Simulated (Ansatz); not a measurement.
System: AlB2-type ZrB2. Method: BLYP in Ansatz (PAW).

Run with plane-wave cutoff 520 eV, 24×24×16 k mesh (along the axes of the cell as run), Fermi–Dirac smearing 0.05 eV, scalar-relativistic PAW data made under PBE.

Shape and atoms are relaxed at each volume.

Pressure at four volumes; x = ln(V/10.580 Å³). One pressure is withheld.

```tsv
V (Å³/atom)	x	P (GPa)
10.157	-0.0408	9.75
10.580	0.0000	0.00
10.792	0.0198	-4.18
11.004	0.0393	?
```

Task: Pass a parabola P(x) through the three rows shown, estimate the bulk modulus and its pressure derivative near zero pressure, and predict the withheld pressure.

Result: Slopes between the rows: (0.00 − (9.75))/(0.0000 − (-0.0408)) = -238.97 and (-4.18 − (0.00))/(0.0198 − (0.0000)) = -211.11 GPa. Their difference over the span 0.0606 is c = 27.86/0.0606 = 459.7 GPa, so P(x) = 9.75 + (-238.97)(x − (-0.0408)) + 459.7 (x − (-0.0408))(x − (0.0000)). At the middle row B = −dP/dx = −[-238.97 + 459.7 × 0.0408] = 220.2 GPa, and B′ = dB/dP = 2c/B = 4.2. At x = 0.0393 the parabola gives -7.94 GPa; the run gives -7.97 GPa. The Birch–Murnaghan fit to the energies at all volumes has B0 = 220 GPa and B′ = 4.0.

Note: the bulk modulus comes from volumes at which shape and atoms were relaxed.

Ansatz is an electronic-structure program.
